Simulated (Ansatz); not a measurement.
Consider the following.

```xyz
2
Lattice="0.0000 2.1711 2.1386 2.1711 0.0000 2.1386 2.1711 2.1711 0.0000" Properties=species:S:1:pos:R:3 pbc="T T T"
Al     0.0000     0.0000     0.0000
N      1.0856     1.0856     1.0693
```

No spin polarisation.

All numbers come from LDA in Ansatz (plane waves to 420 eV, PAW, without spin-orbit coupling). k-mesh 13×13×13 (Γ-centred); smearing 0.05 eV (Fermi–Dirac).

Problem. Predict the hole mass and band gap.

Solution. 
- Hole mass: 0.34 mₑ along z, 1.4 mₑ across (at Γ)
- Band gap: 3.17 eV

The cells carry an imposed strain or load. Masses are band curvatures over ±0.01 Å⁻¹ around the edge. Stability against distortions was not tested. The cell was made from AlN in the zinc blende structure (space group F-43m, No. 216) by this change: uniaxial strain ε_zz = −1.50 %. This is not the structure that AlN has at room temperature and ambient pressure.

Ansatz is a program for electronic structure.
